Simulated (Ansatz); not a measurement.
The parent structure is Mg$_{2}$Ge in the anti-fluorite structure (space group Fm-3m, No. 225).

```
CELL_PARAMETERS angstrom
      0.00000     3.18222     3.18222
      3.18222     0.00000     3.18222
      3.18222     3.18222     0.00000
ATOMIC_POSITIONS crystal
  Mg 0.25000 0.25000 0.25000
  Mg 0.75000 0.75000 0.75000
  Ge 0.00000 0.00000 0.00000
```

All numbers come from PBEsol (Ansatz, a program for electronic structure; PAW; 420 eV plane waves; spin-orbit coupling left out).

For the base:

| Item | Value |
|---|---|
| Valley order | X along ⟨100⟩ 0.08 eV; Γ 1.03 eV; L along ⟨111⟩ 1.03 eV |

Perturbation: the cell is scaled by 1.0150 in all directions; the atoms relax in the strained cell.

Task: What happens to the mean gap deformation potential ΔEg/Δln V and valley order?

Result: The mean gap deformation potential ΔEg/Δln V amounts to +0.9 eV; the valley order (the lowest conduction-band minima on the path, energy above the VBM, named in the base's zone) changes from X along ⟨100⟩ 0.08 eV; Γ 1.03 eV; L along ⟨111⟩ 1.03 eV to X along ⟨100⟩ 0.12 eV; Γ 0.79 eV; L along ⟨111⟩ 0.85 eV.

No phonon test of stability was made. The zero or small gap of Mg2Ge can change with the level of theory.
